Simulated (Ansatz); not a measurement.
Cell and atoms of amorphous In₉Ga₉Zn₉O₄₁Ta₂:

```yaml
crystal:
  lattice:
    - [9.58591, -0.08848, 0.17050]
    - [-0.08848, 9.52165, -0.14239]
    - [0.17050, -0.14239, 9.53848]
  atoms:
    - { symbol: In, position: [0.83765, 0.06467, 0.03805] }
    - { symbol: In, position: [0.42119, 0.22223, 0.86536] }
    - { symbol: In, position: [0.39535, 0.73830, 0.43799] }
    - { symbol: In, position: [0.53384, 0.95289, 0.65358] }
    - { symbol: In, position: [0.16498, 0.71001, 0.86301] }
    - { symbol: In, position: [0.83349, 0.28472, 0.30688] }
    - { symbol: In, position: [0.79483, 0.93927, 0.38553] }
    - { symbol: In, position: [0.10380, 0.87391, 0.18909] }
    - { symbol: In, position: [0.81842, 0.16382, 0.68888] }
    - { symbol: Ga, position: [0.40713, 0.91436, 0.97420] }
    - { symbol: Ga, position: [0.78765, 0.58624, 0.42946] }
    - { symbol: Ga, position: [0.13272, 0.49018, 0.34302] }
    - { symbol: Ga, position: [0.89306, 0.67870, 0.04794] }
    - { symbol: Ga, position: [0.50122, 0.05098, 0.25688] }
    - { symbol: Ga, position: [0.05953, 0.74154, 0.55024] }
    - { symbol: Ga, position: [0.89074, 0.54235, 0.74631] }
    - { symbol: Ga, position: [0.15080, 0.03022, 0.79716] }
    - { symbol: Ga, position: [0.58754, 0.71569, 0.18605] }
    - { symbol: Zn, position: [0.32988, 0.53003, 0.04879] }
    - { symbol: Zn, position: [0.06187, 0.35485, 0.01838] }
    - { symbol: Zn, position: [0.52174, 0.41104, 0.31238] }
    - { symbol: Zn, position: [0.57868, 0.39009, 0.64070] }
    - { symbol: Zn, position: [0.55146, 0.67552, 0.81404] }
    - { symbol: Zn, position: [0.07892, 0.07429, 0.45324] }
    - { symbol: Zn, position: [0.32931, 0.21581, 0.50581] }
    - { symbol: Zn, position: [0.81094, 0.85956, 0.77727] }
    - { symbol: Zn, position: [0.26508, 0.20661, 0.18296] }
    - { symbol: O, position: [0.48128, 0.87109, 0.15934] }
    - { symbol: O, position: [0.19059, 0.91941, 0.97526] }
    - { symbol: O, position: [0.08183, 0.67120, 0.10011] }
    - { symbol: O, position: [0.17847, 0.22625, 0.87192] }
    - { symbol: O, position: [0.46356, 0.95452, 0.43693] }
    - { symbol: O, position: [0.00204, 0.87529, 0.41326] }
    - { symbol: O, position: [0.19129, 0.48332, 0.88429] }
    - { symbol: O, position: [0.69642, 0.63416, 0.04884] }
    - { symbol: O, position: [0.43287, 0.22909, 0.33420] }
    - { symbol: O, position: [0.75231, 0.94963, 0.60665] }
    - { symbol: O, position: [0.14773, 0.85179, 0.68834] }
    - { symbol: O, position: [0.18821, 0.67498, 0.40179] }
    - { symbol: O, position: [0.10204, 0.57257, 0.67039] }
    - { symbol: O, position: [0.38020, 0.70524, 0.93885] }
    - { symbol: O, position: [0.18502, 0.37744, 0.48754] }
    - { symbol: O, position: [0.20972, 0.40443, 0.17576] }
    - { symbol: O, position: [0.70088, 0.73451, 0.34472] }
    - { symbol: O, position: [0.66891, 0.43145, 0.46092] }
    - { symbol: O, position: [0.19902, 0.04621, 0.28558] }
    - { symbol: O, position: [0.87040, 0.66299, 0.58588] }
    - { symbol: O, position: [0.96756, 0.21147, 0.13966] }
    - { symbol: O, position: [0.42141, 0.11018, 0.06644] }
    - { symbol: O, position: [0.73083, 0.22395, 0.92999] }
    - { symbol: O, position: [0.61027, 0.87868, 0.86165] }
    - { symbol: O, position: [0.59599, 0.18833, 0.68804] }
    - { symbol: O, position: [0.16394, 0.14894, 0.62256] }
    - { symbol: O, position: [0.92178, 0.71560, 0.85459] }
    - { symbol: O, position: [0.88272, 0.87397, 0.13290] }
    - { symbol: O, position: [0.37254, 0.35367, 0.67919] }
    - { symbol: O, position: [0.68412, 0.38006, 0.18177] }
    - { symbol: O, position: [0.69996, 0.08002, 0.24566] }
    - { symbol: O, position: [0.68654, 0.50846, 0.78421] }
    - { symbol: O, position: [0.94941, 0.35023, 0.70735] }
    - { symbol: O, position: [0.93538, 0.48941, 0.33228] }
    - { symbol: O, position: [0.36888, 0.01454, 0.79510] }
    - { symbol: O, position: [0.48986, 0.40984, 0.97337] }
    - { symbol: O, position: [0.88688, 0.15357, 0.46503] }
    - { symbol: O, position: [0.93549, 0.03454, 0.82851] }
    - { symbol: O, position: [0.89401, 0.47228, 0.97325] }
    - { symbol: O, position: [0.48853, 0.72604, 0.62534] }
    - { symbol: O, position: [0.44882, 0.59289, 0.26323] }
    - { symbol: Ta, position: [0.16122, 0.37373, 0.70245] }
    - { symbol: Ta, position: [0.69426, 0.41023, 0.98748] }
```

Methods: PBE, scalar-relativistic without spin-orbit coupling (Ansatz, a first-principles code); r2SCAN, scalar-relativistic without spin-orbit coupling (Ansatz); HSE06, scalar-relativistic without spin-orbit coupling (Ansatz). Neutral PBE cell, which sets geometry, pressure and energy: sampling: a 2×2×2 Γ-centred mesh; Fermi-Dirac width 0.02 eV; no spin polarisation. Exact exchange is cut at the faces of this 10 Å cell, which leaves hybrid gaps a finite-size error.

The cell was made by melting and quenching with the CHGNet potential and then relaxed with DFT. O atoms were pushed apart under 1.9 Å during the dynamics, to hinder bonds among them. The hot cell started wider than the set density and was brought back towards it in steps. It is the lowest in DFT energy of 2 quenches. It is a model cell: composition and starting density were chosen by hand, and all elements were melted together. No dispersion term was used. Its density started from a set value of 6.12 and ended at 6.24 g/cm³. The simulated quench (nominally 210 K/ps over its main leg) is rapid and tends to freeze in more defects than a deposited or slowly cooled glass has. A cell of this size samples the disorder only roughly. Volume and shape were free in the relaxation.

### Question
Give the pressure and the spacing of the highest filled and lowest empty levels.

### Answer

| Property | Result |
|---|---|
| Pressure on a 2×2×2 Γ-centred mesh | 0.16 GPa |
| Largest force and stress component on that mesh (the relaxation ran on the zone centre alone) | 0.22 eV/Å and 0.2 GPa |
| Level gap on a 2×2×2 Γ-centred mesh (PBE) | 1.06 eV |
| Level gap at the zone centre (PBE) | 1.05 eV |
| Level gap at the zone centre (r2SCAN) | 1.52 eV |
| Level gap at the zone centre (HSE06) | 2.59 eV |
| Distance between the nearest levels spread over more than a fifth of the atoms or a third of the atoms of their main element (six at least) (PBE, zone centre) | 1.29 eV |

### Question
At PBE and the zone centre, how localised are the states just below and above the Fermi level (participation number: the atoms over which a state spreads)?

### Answer
The highest filled state is spread over 9.3 atoms' worth, largest on O34, with weights by element (charge in smoothed Voronoi cells) O 0.87, Zn 0.09, Ga 0.02. The lowest empty state is spread over 61.5 atoms' worth, largest on In3, with weights by element (charge in smoothed Voronoi cells) O 0.52, In 0.20, Zn 0.14.

At PBE the levels at the filled edge of the gap are localised (band-tail or defect states).

Bonds are counted up to In-In 3.12 Å, In-Ga 2.90 Å, In-Zn 2.90 Å, In-O 2.72 Å, In-Ta 3.12 Å, Ga-Ga 2.68 Å, Ga-Zn 2.68 Å, Ga-O 2.44 Å, Ga-Ta 2.90 Å, Zn-Zn 2.68 Å, Zn-O 2.32 Å, Zn-Ta 2.90 Å, O-O 1.58 Å, O-Ta 2.60 Å, Ta-Ta 3.12 Å. Two cations that share two anions don't count as bonded, nor two that share one unless they lie closer than In-In 3.04 Å, In-Ga 2.82 Å, In-Zn 2.82 Å, In-Ta 3.04 Å, Ga-Ga 2.61 Å, Ga-Zn 2.61 Å, Ga-Ta 2.82 Å, Zn-Zn 2.61 Å, Zn-Ta 2.82 Å, Ta-Ta 3.04 Å.

Added carriers, by PBE, scalar-relativistic without spin-orbit coupling in Ansatz on the zone centre alone. Charged cells keep the cell fixed and stand in a uniform background, with no image correction, at a width of 0.01 eV; where the count is odd the moment is locked at 1 μB, unless the neutral cell bore moments. Each starts from the undistorted neutral geometry alone. PBE's self-interaction favours spread-out carriers, so it can miss traps that a hybrid finds.

### Question
What happens at PBE when the cell takes an extra electron and the atoms relax?

### Answer
Relaxation lowers the charged cell by 0.01 eV. The largest moves are O68 0.03 Å, O55 0.02 Å, Zn19 0.02 Å, In8 0.02 Å. The level that holds the added charge spreads over 61.0 atoms' worth, most on In3 (weight 0.04): a carrier spread over the cell. No bond crosses its cut-off with a change of over 0.15 Å (metal-metal contacts aside). Made neutral again at that geometry, the cell lies +0.01 eV from the neutral start.

### Question
What happens at PBE when the cell takes a hole and the atoms relax?

### Answer
Relaxation lowers the charged cell by 0.33 eV. The largest moves are Zn25 0.59 Å, O40 0.52 Å, O34 0.28 Å, O42 0.27 Å. The level that was emptied spreads over 4.3 atoms' worth, most on O40 (weight 0.38): a localised (trapped) carrier, which neighbours of that atom can share. Bonds broken: Ga16-O40, Zn19-O34, Zn25-O42. Bonds formed: Zn19-O68, Zn25-O32. Made neutral again at that geometry, the cell lies +0.71 eV from the neutral start (a closed shell was imposed there, with levels 0.06 eV apart, so this is an upper bound).
